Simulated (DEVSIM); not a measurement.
Structure: Au/La2O3/n-Si capacitor, at 300 K.

```
layer (left to right)  material  thickness (nm)  Nd (cm⁻³)
---------------------  --------  --------------  ---------
1                         La2O3            8.90          -
2                            Si            1100     2.6e17
```

Metal gate on the left, work function 5.1 eV. Fixed charge at the semiconductor interface 1.2e12 cm⁻² (in units of +e); interface traps 2e12 cm⁻² eV⁻¹, uniform in energy, neutral level at 0.5 of the gap above the valence band.

The device is made up for the run: typed textbook-type constants, with dimensions and the other settings drawn at random. Values at 300 K.

```
parameter      La2O3       Si
-------------  -----  -------
gap (eV)         5.8    1.124
affinity (eV)    1.8     4.05
permittivity      27     11.7
Nc (cm⁻³)          -  2.86e19
Nv (cm⁻³)          -   3.1e19
```

Simulated with DEVSIM: 1D Poisson equation in equilibrium, Boltzmann statistics, complete ionisation; no quantum confinement or tunnelling. Metal contacts follow the ideal Schottky-Mott rule: no Fermi-level pinning, no interface dipoles.

### Question
Tabulate band edges, carrier densities and field at 0.3 V on the gate.

### Answer
Energies count from the Fermi level of the right contact; mesh points crowd at the junctions.

```csv
x (μm),Ec (eV),Ev (eV),n (cm⁻³),p (cm⁻³),field (V/cm)
0.000,3.000,-2.800,< 1e2,< 1e2,-170000
0.001089,2.982,-2.818,< 1e2,< 1e2,-170000
0.002815,2.953,-2.847,< 1e2,< 1e2,-170000
0.005540,2.907,-2.893,< 1e2,< 1e2,-170000
0.007960,2.866,-2.934,< 1e2,< 1e2,-170000
0.008981,0.598,-0.526,2.5e9,4.6e10,-190000
0.01027,0.574,-0.550,6.4e9,1.8e10,-190000
0.01405,0.507,-0.617,8.7e10,1.3e9,-170000
0.02058,0.405,-0.719,4.6e12,2.5e7,-140000
0.03299,0.257,-0.867,1.4e15,84000,-94000
0.05913,0.133,-0.991,1.7e17,690,-13000
0.1358,0.122,-1.002,2.6e17,450,≈ 0
0.2684,0.122,-1.002,2.6e17,450,≈ 0
0.5381,0.122,-1.002,2.6e17,450,≈ 0
0.8735,0.122,-1.002,2.6e17,450,≈ 0
0.9938,0.122,-1.002,2.6e17,450,≈ 0
1.051,0.122,-1.002,2.6e17,450,≈ 0
1.081,0.122,-1.002,2.6e17,450,≈ 0
1.098,0.122,-1.002,2.6e17,450,≈ 0
1.104,0.122,-1.002,2.6e17,450,≈ 0
1.107,0.122,-1.002,2.6e17,450,≈ 0
1.109,0.122,-1.002,2.6e17,450,≈ 0
```
